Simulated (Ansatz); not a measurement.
We consider PbZrO₃ (model structure, started from the LiNbO3 type, R3c, No. 161, 10 atoms in the cell), described by r²SCAN (PAW; Ansatz, a first-principles code).

Run with plane-wave cutoff 560 eV, 8×8×8 k mesh, Fermi–Dirac smearing 0.01 eV, scalar-relativistic PAW data made under PBE.

Cell (relaxed with PBEsol):

```cif
data_O6Pb2Zr2
_chemical_formula_sum 'Pb2 Zr2 O6'
_space_group_name_H-M_alt 'P 1'
_space_group_IT_number 1
_cell_length_a 5.87428
_cell_length_b 5.87428
_cell_length_c 5.87428
_cell_angle_alpha 59.647
_cell_angle_beta 59.647
_cell_angle_gamma 59.647
loop_
_space_group_symop_operation_xyz
  'x, y, z'
loop_
_atom_site_label
_atom_site_type_symbol
_atom_site_fract_x
_atom_site_fract_y
_atom_site_fract_z
_atom_site_occupancy
Pb1 Pb 0.71493 0.71493 0.71493 1
Pb2 Pb 0.21493 0.21493 0.21493 1
Zr1 Zr 0.98501 0.98501 0.98501 1
Zr2 Zr 0.48501 0.48501 0.48501 1
O1 O 0.79272 0.26500 0.69205 1
O2 O 0.26500 0.69205 0.79272 1
O3 O 0.69205 0.79272 0.26500 1
O4 O 0.29272 0.19205 0.76500 1
O5 O 0.19205 0.76500 0.29272 1
O6 O 0.76500 0.29272 0.19205 1
```

### Question
Predict the band gap and Γ–Γ gap.

### Answer

* **band gap**: 3.48 eV
* **Γ–Γ gap**: 4.50 eV

Note: the relaxation could raise the start's symmetry but not lower it, so the cell can be a saddle point; cell and atoms aren't relaxed at this level (largest force component 0.03 eV/Å, pressure 2.3 GPa).

Spin–orbit coupling is not included; with these elements it can move the gap by several tenths of an eV or more.

The computed numbers hold no vibrational or temperature effects.

Cost on a shared machine: roughly 80 core-seconds.

A model structure was made by putting elements into a prototype or built by hand; it is no filed structure, need not be a known phase, and can be a saddle point held by its symmetry.
